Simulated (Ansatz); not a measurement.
System: ZnSnN2 (Pna2₁, No. 33, 16 atoms in the cell; start mp-1029469). Method: LDA (Ansatz, a program for electronic structure, plane waves, PAW).

Settings: plane-wave cutoff 520 eV, 6×6×6 k mesh, Fermi–Dirac smearing 0.01 eV, scalar-relativistic PAW data made under PBE.

Cell (relaxed with PBEsol):

```cif
data_N8Sn4Zn4
_chemical_formula_sum 'Zn4 Sn4 N8'
_space_group_name_H-M_alt 'P 1'
_space_group_IT_number 1
_cell_length_a 5.83326
_cell_length_b 6.71235
_cell_length_c 5.46603
_cell_angle_alpha 90.000
_cell_angle_beta 90.000
_cell_angle_gamma 90.000
loop_
_space_group_symop_operation_xyz
  'x, y, z'
loop_
_atom_site_label
_atom_site_type_symbol
_atom_site_fract_x
_atom_site_fract_y
_atom_site_fract_z
_atom_site_occupancy
Zn1 Zn 0.58299 0.87494 0.99905 1
Zn2 Zn 0.41701 0.12506 0.49905 1
Zn3 Zn 0.91701 0.37494 0.49905 1
Zn4 Zn 0.08299 0.62506 0.99905 1
Sn1 Sn 0.58842 0.37513 0.99933 1
Sn2 Sn 0.41158 0.62487 0.49933 1
Sn3 Sn 0.91158 0.87513 0.49933 1
Sn4 Sn 0.08842 0.12487 0.99933 1
N1 N 0.58341 0.37311 0.37944 1
N2 N 0.41659 0.62689 0.87944 1
N3 N 0.91659 0.87311 0.87944 1
N4 N 0.08341 0.12689 0.37944 1
N5 N 0.57884 0.87699 0.37216 1
N6 N 0.42116 0.12301 0.87216 1
N7 N 0.92116 0.37699 0.87216 1
N8 N 0.07884 0.62301 0.37216 1
```

Q: Give the computed band gap.

A: 
- band gap = 0.19 eV

Note: cell and atoms aren't relaxed at this level (pressure -4.4 GPa).

Spin–orbit coupling is not included.

Static lattice: no zero-point or thermal effects.

A start named mp-… is a Materials Project structure, which need not be a measured phase.
